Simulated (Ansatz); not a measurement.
Ansatz (an electronic-structure program) run on CsH3O2 (Amm2, 6 atoms in the cell): self-consistent single point.

Computed with LDA (PW92), default PAW files made with PBE (plane waves; Ansatz).

```yaml
crystal:
  lattice:
    - [4.27148, 0.00000, 0.00000]
    - [0.00000, 2.22366, 4.04368]
    - [0.00000, -2.22366, 4.04368]
  atoms:
    - { symbol: Cs, position: [0.00000, 0.99151, 0.99151] }
    - { symbol: H, position: [0.50000, 0.55847, 0.55847] }
    - { symbol: H, position: [0.50000, 0.07118, 0.45270] }
    - { symbol: H, position: [0.50000, 0.45270, 0.07118] }
    - { symbol: O, position: [0.50000, 0.67951, 0.67951] }
    - { symbol: O, position: [0.50000, 0.33406, 0.33406] }
```

Reference input (self-consistent single point, DFT, LDA (PW92), plane waves, default PAW files made with PBE): basis.ecutwfc = 420 eV; kpoints.mp_grid.grid = 6 6 6; hamiltonian.xc = lda; hamiltonian.pseudopotentials = {kind: paw} (the program's default PAW files); scf.occupations.method = fixed. This run's input differs from it in these lines:

Ansatz 0.2 input:
```diff
@@ -15,3 +15,3 @@
 kpoints:
-  mp_grid: { grid: [6, 6, 6] }
+  mp_grid: { grid: [10, 11, 11], shift: [0.5, 0.5, 0.5] }
 hamiltonian:
```

Output, abridged:

```
SCF iter   1: F=—  HF=-6664.987174 eV  |F-HF|=—  |Δ(HF+E_count)|=         —  Δρ=9.17e-3  dr2=6.09e-2  ethr=1.77e-3  ⟨swp⟩=4.1  Hψ=15723  notcnv=0  defer=666
all-band conjugate gradients solve this SCF's bands
preconditioner: auto → Resta (q_TF=auto, 2.247 Å⁻¹)
SCF iter   2: F=—  HF=-6664.970292 eV  |F-HF|=—  |Δ(HF+E_count)|=   1.69e-2  Δρ=4.20e-3  dr2=7.76e-3  ethr=2.54e-4  ⟨swp⟩=2.8  Hψ=6843  notcnv=0  defer=720
   [... lines left out ...]
SCF iter   4: F=—  HF=-6664.967081 eV  |F-HF|=—  |Δ(HF+E_count)|=   7.23e-4  Δρ=5.65e-4  dr2=1.98e-4  ethr=9.81e-6  ⟨swp⟩=2.7  Hψ=5273  notcnv=0  defer=720
SCF iter   5: F=—  HF=-6664.967051 eV  |F-HF|=—  |Δ(HF+E_count)|=   3.03e-5  Δρ=2.24e-4  dr2=2.78e-5  ethr=8.24e-7  ⟨swp⟩=2.4  Hψ=5185  notcnv=0  defer=571
SCF iter   6: F=—  HF=-6664.967054 eV  |F-HF|=—  |Δ(HF+E_count)|=   3.36e-6  Δρ=3.99e-5  dr2=1.51e-6  ethr=1.16e-7  ⟨swp⟩=2.7  Hψ=5221  notcnv=0  defer=249
SCF iter   7: F=-6664.967055 eV  HF=-6664.967055 eV  |F-HF|=1.89e-9  |Δ(HF+E_count)|=   3.18e-7  Δρ=6.81e-6  dr2=3.61e-8  ethr=4.17e-10  ⟨swp⟩=9.8  Hψ=21280  notcnv=0
SCF 1 converged in 7 iterations: F = -6664.967055 eV  dr2 = 3.61e-8
Free energy (F): -6664.967055 eV
Internal energy: -6664.967055 eV  (E = F + TS)
E sigma→0 (E₀):  -6664.967055 eV
Fermi energy:    2.875679 eV
--- Forces (eV/Å), atoms counted from 1 ---
  atom   1  Cs     0.00000000     0.00000000    -0.10180145
  atom   2  H      0.00000000     0.00000000    -0.47716974
  atom   3  H      0.00000000    -0.40596106    -0.17143617
  atom   4  H      0.00000000     0.40596106    -0.17143617
  atom   5  O      0.00000000     0.00000000     0.47930769
  atom   6  O      0.00000000     0.00000000     0.44252898
--- Stress (GPa, compression-positive) ---
       -2.213662       0.000000       0.000000
        0.000000      -2.260410       0.000000
        0.000000       0.000000      -2.068668
  P = ⅓ Tr σ = -2.1809 GPa (-21.809 kbar)
  The stress holds the Pulay correction. Without it, at fixed plane waves, as pw.x and ABINIT print it: P = -2.7480 GPa
```

The run converged in 7 iterations. Against the reference run the free energy hardly moves (within 1 meV/atom), the pressure stays at -2.18 GPa, the largest force stays at 0.479 eV/Å and the gap on the mesh goes from 4.015 to 4.125 eV.

The starting cell comes from a database of computed structures (which also holds hypothetical and non-ambient phases and stackings), without a prior relaxation at this level. Its lattice was rescaled by up to half a per cent. One atom was moved a little off its site on purpose. Ansatz's pressure includes its estimate of the finite-basis (Pulay) stress. Without the estimate this run gives -2.75 GPa. Another mesh or the band path of this cell gives a smaller gap, so this value is not converged in the mesh.
